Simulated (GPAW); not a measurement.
**A self-consistent single point of Cr₃Fe (Fm-3m, 4 atoms in the cell) with GPAW**

Method: LDA (Perdew-Wang 92), GPAW PAW datasets LDA (gpaw-data 1.0.1) (plane waves; GPAW).

Input:

```python
from ase import Atoms
from ase.units import GPa
from gpaw import GPAW

atoms = Atoms(['Cr', 'Cr', 'Cr', 'Fe'],
              cell=[[0.000000, 2.852755, 2.852755],
                    [2.852755, 0.000000, 2.852755],
                    [2.852755, 2.852755, 0.000000]],
              positions=[[4.279133, 4.279133, 4.279133],
                         [1.426378, 1.426378, 1.426378],
                         [2.852755, 2.852755, 2.852755],
                         [0.000000, 0.000000, 0.000000]],
              pbc=True)

atoms.set_initial_magnetic_moments([3.0, 3.0, 0.0, 4.0])

calc = GPAW(spinpol=True,
            mode={'name': 'pw', 'ecut': 800},
            xc='LDA',
            kpts={'size': (8, 8, 8), 'gamma': True},
            occupations={'name': 'methfessel-paxton', 'width': 0.136, 'order': 0},
            nbands=-8,
            convergence={'density': 1e-05},
            symmetry={'symmorphic': False, 'tolerance': 0.0005},
            maxiter=150,
            txt='-')

atoms.calc = calc

energy = atoms.get_potential_energy()
print('Energy (eV):', round(energy, 6))
forces = atoms.get_forces()
print('Forces (eV/Ang):')
print(forces.round(5))
stress = atoms.get_stress()
print('Stress (GPa, Voigt):', (stress / GPa).round(4))
```

Log, with long lists cut:

```
Input parameters:
  convergence: {density: 1e-05}
  kpts: {gamma: True,
         size: (8, 8, 8)}
  maxiter: 150
  mode: {ecut: 800,
         name: pw}
  nbands: -8
  occupations: {name: methfessel-paxton,
                order: 0,
                width: 0.136}
  spinpol: True
  symmetry: {symmorphic: False,
             tolerance: 0.0005}

species:
  Cr:
    name: Chromium
    Z: 24.0
    valence: 6
    core: 18
    charge: 0.0
    file: Cr.LDA.gz

    # Using partial waves for Cr as LCAO basis

  Fe:
    name: Iron
    Z: 26.0
    valence: 8
    core: 18
    charge: 0.0
    file: Fe.LDA.gz

    # Using partial waves for Fe as LCAO basis

Reference energy: -120137.989456  # eV

Spin-polarized calculation.
Initial magnetic moment: 10.000000

Convergence criteria:
 Maximum [total energy] change in last 3 cyles: 0.0005 eV / valence electron
 Maximum integral of absolute [dens]ity change: 1e-05 electrons / valence electron
 Maximum integral of absolute [eigenst]ate change: 4e-08 eV^2 / valence electron
 Maximum number of scf [iter]ations: 150

Symmetries present (total): 48
Symmetries with fractional translations: 0
512 k-points: 8 x 8 x 8 Monkhorst-Pack grid + [1/16,1/16,1/16]
29 k-points in the irreducible part of the Brillouin zone
       k-points in crystal coordinates                weights
   0:     0.00000000    0.00000000    0.00000000          1/512
   1:     0.12500000    0.12500000    0.00000000          6/512
   2:     0.12500000    0.12500000    0.12500000          8/512
   [... 7 lines left out ...]
          ...
  28:     0.50000000    0.50000000    0.50000000          4/512

Wave functions: Plane wave expansion
  Cutoff energy: 800.000 eV
  Number of coefficients (min, max): 2352, 2421
  Pulay-stress correction: 0.000000 eV/Ang^3 (de/decut=0.000000)

Occupation numbers: Methfessel-Paxton:
  width: 0.1360  # eV
  order: 0

Eigensolver

Densities:
  Coarse grid: 27*27*27 grid
  Fine grid: 54*54*54 grid
  Total Charge: 0.000000

Density mixing:
  Method: difference
  Backend: pulay
  Linear mixing parameter: 0.05
  old densities: 5
  Damping of long wavelength oscillations: 50

Hamiltonian:
  XC and Coulomb potentials evaluated on a 54*54*54 grid
  External potential:
    NoExternalPotential

Number of atoms: 4
Number of atomic orbitals: 36
Number of bands in calculation: 26
Number of valence electrons: 26
Bands to converge: occupied

Density initialized from atomic densities
  26 bands from LCAO basis set

Atomic positions and initial magnetic moments

Positions:
   0 Cr     4.279133    4.279133    4.279133    ( 0.0000,  0.0000,  3.0000)
   1 Cr     1.426378    1.426378    1.426378    ( 0.0000,  0.0000,  3.0000)
   2 Cr     2.852755    2.852755    2.852755    ( 0.0000,  0.0000,  0.0000)
   3 Fe     0.000000    0.000000    0.000000    ( 0.0000,  0.0000,  4.0000)

Unit cell:
           periodic     x           y           z      points  spacing
  1. axis:    yes    0.000000    2.852755    2.852755    27     0.1220
  2. axis:    yes    2.852755    0.000000    2.852755    27     0.1220
  3. axis:    yes    2.852755    2.852755    0.000000    27     0.1220

  Lengths:   4.034405   4.034405   4.034405
  Angles:   60.000000  60.000000  60.000000

Effective grid spacing dv^(1/3) = 0.1331

     iter     time        total  log10-change:  magmom
                         energy   eigst   dens
iter:   1 --:--:--   -48.381961                   +10.0006
iter:   2 --:--:--   -43.143107   -0.53  -0.93    +7.0187
iter:   3 --:--:--   -42.416312   -0.70  -1.05    +2.2589
iter:   4 --:--:--   -44.273228   -0.95  -1.11    +2.0820
iter:   5 --:--:--   -43.031280   -1.58  -1.06    +2.1946
iter:   6 --:--:--   -41.267754   -0.65  -1.15    +2.3942
iter:   7 --:--:--   -41.647493   -1.77  -1.64    +2.2427
iter:   8 --:--:--   -41.354562   -2.00  -1.52    +2.3012
iter:   9 --:--:--   -41.247427   -1.76  -1.74    +2.3143
iter:  10 --:--:--   -41.231907   -2.14  -2.04    +2.2931
iter:  11 --:--:--   -41.235618   -2.25  -2.41    +2.3257
iter:  12 --:--:--   -41.238547c  -2.46  -2.30    +2.1399
iter:  13 --:--:--   -41.239455c  -2.59  -2.55    +1.9536
iter:  14 --:--:--   -41.240041c  -2.82  -2.86    +1.9260
iter:  15 --:--:--   -41.241283c  -2.88  -2.88    +1.8828
iter:  16 --:--:--   -41.240487c  -2.96  -2.64    +1.8732
iter:  17 --:--:--   -41.240688c  -3.31  -2.94    +1.8791
   [... 24 lines left out ...]
iter:  42 --:--:--   -41.241666c  -5.84  -4.66    +1.9257
iter:  43 --:--:--   -41.241663c  -6.01  -4.63    +1.9253
iter:  44 --:--:--   -41.241663c  -6.07  -4.65    +1.9255
iter:  45 --:--:--   -41.241665c  -5.99  -4.77    +1.9255
iter:  46 --:--:--   -41.241669c  -6.23  -4.84    +1.9253
iter:  47 --:--:--   -41.241668c  -6.29  -5.04c   +1.9254
iter:  48 --:--:--   -41.241671c  -6.36  -4.95    +1.9254
iter:  49 --:--:--   -41.241673c  -6.46  -4.88    +1.9256
iter:  50 --:--:--   -41.241675c  -6.50  -4.71    +1.9260
iter:  51 --:--:--   -41.241677c  -6.62  -4.58    +1.9262
iter:  52 --:--:--   -41.241679c  -6.73  -4.49    +1.9263
iter:  53 --:--:--   -41.241679c  -6.82  -4.49    +1.9263
iter:  54 --:--:--   -41.241681c  -6.93  -4.51    +1.9263
iter:  55 --:--:--   -41.241682c  -6.97  -4.56    +1.9263
iter:  56 --:--:--   -41.241687c  -7.03  -4.60    +1.9263
iter:  57 --:--:--   -41.241689c  -7.00  -4.80    +1.9263
iter:  58 --:--:--   -41.241686c  -7.21  -4.86    +1.9263
iter:  59 --:--:--   -41.241685c  -7.42c -4.79    +1.9261
iter:  60 --:--:--   -41.241684c  -7.43c -4.87    +1.9260
iter:  61 --:--:--   -41.241682c  -7.49c -4.94    +1.9259
iter:  62 --:--:--   -41.241682c  -7.58c -4.87    +1.9259
iter:  63 --:--:--   -41.241682c  -7.73c -4.81    +1.9262
iter:  64 --:--:--   -41.241683c  -7.71c -4.87    +1.9260
iter:  65 --:--:--   -41.241683c  -7.99c -4.98    +1.9260
iter:  66 --:--:--   -41.241683c  -8.05c -5.00c   +1.9260

Converged after 66 iterations.

Dipole moment: (0.000004, 0.000004, 0.000004) |e|*Ang

Total magnetic moment: (0.000000, 0.000000, 1.926040)
Local magnetic moments:
   0 Cr ( 0.000000,  0.000000,  0.317380)
   1 Cr ( 0.000000,  0.000000,  0.317380)
   2 Cr ( 0.000000,  0.000000, -0.110373)
   3 Fe ( 0.000000,  0.000000,  1.370648)

Energy contributions relative to reference atoms: (reference = -120137.989456)

Kinetic:        -45.656777
Potential:      +27.236671
External:        +0.000000
XC:             -23.251004
Entropy (-ST):   -0.060848
Local:           +0.459851
SIC:             +0.000000
--------------------------
Free energy:    -41.272107
Extrapolated:   -41.241683

Spin contamination: 0.137722 electrons
Showing only first 2 kpts
                      Up                     Down
 Kpt  Band  Eigenvalues  Occupancy  Eigenvalues  Occupancy
  0    11      9.35102    1.00000      9.63985    1.00000
  0    12     10.23833    0.99913     11.47089    0.00000
  0    13     10.23833    0.99913     11.47089    0.00000
  0    14     11.78269    0.00000     11.83239    0.00000

  1    11      9.40150    1.00000      9.74656    1.00000
  1    12     10.15229    0.99997     11.30748    0.00000
  1    13     10.32173    0.98824     11.51819    0.00000
  1    14     11.65040    0.00000     11.77408    0.00000

Fermi level: 10.53954

No gap
No difference between direct/indirect transitions
Energy (eV): -41.241683

Forces in eV/Ang:
  0 Cr   -0.00000   -0.00000    0.00000
  1 Cr    0.00000    0.00000    0.00000
  2 Cr    0.00000    0.00000   -0.00000
  3 Fe    0.00000   -0.00000    0.00000

Stress tensor:
     0.131811     0.000000     0.000000
     0.000000     0.131811     0.000000
     0.000000     0.000000     0.131811
Stress (GPa, Voigt): [21.1184 21.1184 21.1184  0.      0.      0.    ]
```

The run converged in 66 iterations. GPAW prints stress with tension positive.

The starting cell comes from a database of computed structures (which also holds hypothetical and non-ambient phases and stackings), without a prior relaxation at this level. The magnetic order is the one reached from the typed start; others were not searched systematically. With a pressure of about -21 GPa the cell is away from its equilibrium volume at this level.

Cost on one core of a shared machine: roughly 5 min.
